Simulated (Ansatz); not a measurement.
Functionals compared on the (211) surface of fcc Pd in its 1x1 cell, outermost plane spacing 0.81 Å in the ideal cut, in Ansatz (plane waves, PAW). The structure was relaxed with PBE; the other rows are single points on it, each with its references at the same level. Cutoff 420 eV (500 eV for r2SCAN).

Slab: 14 atoms, 10.5 Å thick at the start (thin: gaps and levels are the slab's own); k 13x6x1, smearing 0.1 eV, dipole-corrected; all atoms relaxed; symmetry of the start imposed; no spin, no spin-orbit, no U. These notes are the PBE run's.

```
functional  surface energy (J/m²)  work function of the top face (eV)         rough cost of the single point
----------  ---------------------  ----------------------------------  -------------------------------------
PBE                          1.54                                5.00                                      –
LDA                          2.15                                5.41            very roughly 3 core-minutes
PBEsol                       1.94                                5.12                 roughly 3 core-minutes
RPBE                          ___                                 ___          very roughly 2.5 core-minutes
r2SCAN                       1.76                                4.98  about 9 core-minutes (a rough figure)
```

Task: Complete the blanks.

Result: 
- RPBE, surface energy (J/m²): 1.28
- RPBE, work function of the top face (eV): 4.81

Ansatz is an electronic-structure program.
